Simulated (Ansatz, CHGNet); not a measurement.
For TiSi2 (Cmcm, No. 63, 6 atoms in the cell; start mp-1077503; a measured phase of this formula has another space group), the machine-learned potential CHGNet 0.3.0 (trained on PBE and PBE+U data) gives:

| Property | Result |
|---|---|
| equilibrium volume per atom | 14.26 Å³/atom |
| enthalpy of formation | -0.587 eV/atom |

Q: What does PBE-D4 (Ansatz, an electronic-structure program, plane waves, PAW) give for the same quantities?

A: 
- equilibrium volume per atom: 13.87 Å³/atom (decreases by 2.7 %)
- formation enthalpy: -0.673 eV/atom (moves by -0.086 eV/atom)

Changes are worked out from the printed values.

Unless a cell is named, each level is at its own relaxed cell (CHGNet 0.3.0 14.26, PBE-D4 13.87 Å³/atom).

Caveats: the energies of CHGNet 0.3.0 can hold anion corrections fitted to measured formation enthalpies (CHGNet 0.3.0); the relaxation could not lower the start's symmetry, so the cell can be a saddle point above a distorted one (CHGNet 0.3.0, PBE-D4). Ansatz's density-functional and Hartree–Fock values are scalar-relativistic unless marked +SOC, with PAW data made under PBE.

A start named mp-… is a Materials Project structure, which need not be a measured phase.
